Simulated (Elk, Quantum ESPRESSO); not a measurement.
# Code comparison for TbSi₂Pt₂ (I4/mmm, 5 atoms in the cell)

Self-consistent single point.

```
Tb(SiPt)2
1.0
   -2.13202     2.13202     5.05427
    2.13202    -2.13202     5.05427
    2.13202     2.13202    -5.05427
Tb Si Pt
1 2 2
Cartesian
  0.00000   0.00000   0.00000
  0.00000   0.00000   3.86369
  0.00000   0.00000   6.24486
  2.13202   0.00000   2.52714
  0.00000   2.13202   2.52714
```
Moments meant for the start (each program seeds them in its own way; μB, in the order of the atoms Tb Si Si Pt Pt): 6.0 0.0 0.0 0.0 0.0.

All programs got the same cell, k-point mesh and kind of occupations, and the same starting moments (in Elk's words: spinpol = true; swidth = 0.00183747 Ha); potentials, basis and cutoffs are each program's usual ones.

```
code                                                                                        model  size of the net moment (μB/atom)    cutoff
----------------  -------------------------------------------------------------------------------  --------------------------------  --------
Elk               PBEsol, all-electron FP-LAPW, Elk's shipped species files, default APW+lo basis                              1.18  rgkmax 7
Quantum ESPRESSO                             PBEsol, SSSP 1.1.2 efficiency (PBE) pseudopotentials                              1.19     50 Ry
```

The spread over the programs that give each value: size of the net moment within 0.01 μB/atom.

The starting cell comes from a database of computed structures (which also holds hypothetical and non-ambient phases and stackings), without a prior relaxation at this level. Its lattice was rescaled by a random factor within 2.5 % of one. On Elk's run: Spin-orbit coupling is off. With one magnetic atom in the cell only a parallel order is possible. With U or open f shells several self-consistent states can exist. The f electrons are in the valence without U or exact exchange, which can misplace them near the Fermi level. Spin-orbit terms, which matter for f shells, are left out. Values depend on the basis (sphere radii, cutoffs, local orbitals), which need not be converged.

Why do the programs differ, and what cannot be compared?

Differences of this kind can come from the potentials, where these differ, and from what each basis and cutoff leave unconverged. The zero of total energies and Fermi levels follows the potentials and each program's conventions, so they are not compared here. Elk treats all electrons, but the usual bases taken here (sphere radii, linearisation, local orbitals, empty states) were not tested for convergence, so the values are no reference for the others. Site moments depend on each program's spheres or projections; the total moment of the cell does not.

Left out of this page: Ansatz (with a known weakness of the program); FLEUR (stopped by limits of time or memory).
